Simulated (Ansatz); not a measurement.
Start from SiO₂ in the rutile structure (space group P4_2/mnm, No. 136).

```
CELL_PARAMETERS angstrom
      4.23608     0.00000     0.00000
      0.00000     4.23608     0.00000
      0.00000     0.00000     2.69045
ATOMIC_POSITIONS crystal
  Si 0.00000 0.00000 0.00000
  Si 0.50000 0.50000 0.50000
  O  0.30698 0.30698 0.00000
  O  0.80698 0.19302 0.50000
  O  0.19302 0.80698 0.50000
  O  0.69302 0.69302 0.00000
```

All numbers come from PBE (Ansatz, a program for electronic structure; PAW; 420 eV plane waves; no SOC).

For the base:

* **Pressure**: 0.01 GPa
* **Electron mass**: 0.36 mₑ along c, 0.45 mₑ across (at Γ)

One thing is altered: the cell is scaled by 1.0120 in all directions; the atoms relax in the strained cell.

**Question.** What happens to the pressure?

**Answer.** The pressure (mean of the normal stresses, compression positive) shrinks by 9.143 GPa, from 0.01 GPa to -9.14 GPa.

**Question.** What happens to the mean gap deformation potential ΔEg/Δln V?

**Answer.** The mean gap deformation potential ΔEg/Δln V is -15.3 eV.

**Question.** Predict the new electron mass.

**Answer.** The electron mass goes from 0.36 mₑ along c, 0.45 mₑ across (at Γ) to 0.34 mₑ along c, 0.42 mₑ across (at Γ).

Masses are band curvatures over ±0.01 Å⁻¹ around the edge. No phonon test of stability was made.
